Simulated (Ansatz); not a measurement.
**SnO: isotropic strain −2.40 %**

The reference is SnO (space group P4/nmm, No. 129; a = 3.7685 Å, c = 4.5571 Å; layered, stacked along the Cartesian z axis; relaxed with 0.1 eV smearing).

The change: the cell is scaled by 0.9760 in all directions; the atoms relax in the strained cell.

The values are results of PBEsol-D3(BJ) in Ansatz (plane waves to 420 eV, PAW, spin-orbit coupling left out), not measurements. k-mesh 15×15×13 (Γ-centred); smearing 0.1 eV (Fermi–Dirac).

| quantity | base | changed | shift |
|---|---|---|---|
| volume per atom | 16.18 Å³ | 15.04 Å³ | -1.14 Å³ |
| space group | P4/nmm (No. 129) | P4/nmm (No. 129) | – |
| shortest interatomic distance | 2.211 Å | 2.184 Å | -0.027 Å |
| energy relative to the base (free energy F) | 0 meV/atom | +17 meV/atom | +17 meV/atom |
| band gap | zero | zero | – |
| largest internal atomic displacement | – | 0.049 Å | – |

Final structure:

```xyz
4
Lattice="3.6781 0.0000 0.0000 0.0000 3.6781 0.0000 0.0000 0.0000 4.4477" Properties=species:S:1:pos:R:3 pbc="T T T"
Sn     1.8390     0.0000     3.2696
Sn     0.0000     1.8390     1.1781
O      1.8390     1.8390     0.0000
O      0.0000     0.0000     0.0000
```

Stability against distortions was not tested. The final runs are not spin-polarised. A zero or small gap of SnO can be the functional's error rather than a property of the material.

Ansatz is a first-principles code.
